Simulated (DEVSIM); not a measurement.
Device: Ru/SiO2/n-Si capacitor, at 300 K.

| layer (left to right) | material | thickness (nm) | Nd (cm⁻³) |
|---|---|---|---|
| 1 | SiO2 | 4.60 | - |
| 2 | Si | 4500 | 1.6e16 |

Metal gate on the left, work function 4.7 eV. Fixed charge at the semiconductor interface 0 cm⁻² (in units of +e); no interface traps.

This is a model device: material constants are rounded textbook-type values typed into the input, and sizes, dopings and lifetimes were drawn at random. Values at 300 K.

```csv
parameter,SiO2,Si
gap (eV),9,1.124
affinity (eV),0.9,4.05
permittivity,3.9,11.7
Nc (cm⁻³),-,2.86e19
Nv (cm⁻³),-,3.1e19
```

Model (solved in DEVSIM): 1D Poisson equation in equilibrium, Boltzmann statistics, complete ionisation; no quantum confinement or tunnelling. Metal contacts follow the ideal Schottky-Mott rule: no Fermi-level pinning, no interface dipoles.

Question: Tabulate band edges, carrier densities and field at -0.1 V on the gate.

Answer: Energies count from the Fermi level of the right contact; mesh points crowd at the junctions.

```csv
x (μm),Ec (eV),Ev (eV),n (cm⁻³),p (cm⁻³),field (V/cm)
0.000,3.900,-5.100,< 1e2,< 1e2,-140000
0.001108,3.884,-5.116,< 1e2,< 1e2,-140000
0.002671,3.862,-5.138,< 1e2,< 1e2,-140000
0.004036,3.842,-5.158,< 1e2,< 1e2,-140000
0.005575,0.679,-0.445,1.1e8,1.0e12,-48000
0.008096,0.667,-0.457,1.8e8,6.6e11,-47000
0.01359,0.642,-0.482,4.7e8,2.5e11,-46000
0.03246,0.560,-0.564,1.1e10,1.0e10,-41000
0.06670,0.434,-0.690,1.5e12,7.9e7,-33000
0.1413,0.259,-0.865,1.3e15,92000,-14000
0.3041,0.194,-0.930,1.6e16,7400,-200
0.8629,0.194,-0.930,1.6e16,7300,≈ 0
1.877,0.194,-0.930,1.6e16,7300,≈ 0
3.240,0.194,-0.930,1.6e16,7300,≈ 0
4.048,0.194,-0.930,1.6e16,7300,≈ 0
4.296,0.194,-0.930,1.6e16,7300,≈ 0
4.409,0.194,-0.930,1.6e16,7300,≈ 0
4.462,0.194,-0.930,1.6e16,7300,≈ 0
4.490,0.194,-0.930,1.6e16,7300,≈ 0
4.499,0.194,-0.930,1.6e16,7300,≈ 0
4.503,0.194,-0.930,1.6e16,7300,≈ 0
4.505,0.194,-0.930,1.6e16,7300,≈ 0
```
